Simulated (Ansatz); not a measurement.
We consider fluorite PbF2 (high-temperature phase), described by r²SCAN+SOC (Ansatz, a quantum-chemistry and plane-wave program, plane waves, PAW).

Run with plane-wave cutoff 560 eV, 10×10×10 k mesh, Fermi–Dirac smearing 0.01 eV, PAW data made under PBE.

The cell is scaled about its equilibrium volume:

| V (Å³/atom) | P (GPa) | direct gap at Γ (eV) | smallest gap on the k mesh (eV) |
|---|---|---|---|
| 16.233 | 5.55 | 8.135 | 4.509 |
| 16.578 | 3.48 | 7.979 | 4.520 |
| 16.924 | 1.64 | 7.828 | 4.529 |
| 17.269 | 0.00 | 7.680 | 4.535 |
| 17.614 | -1.47 | 7.535 | 4.538 |
| 17.960 | -2.77 | 7.394 | 4.537 |
| 18.305 | -3.93 | 7.257 | 4.534 |

The fundamental gap (4.52 eV at the equilibrium volume, with added k points) lies elsewhere than Γ–Γ.
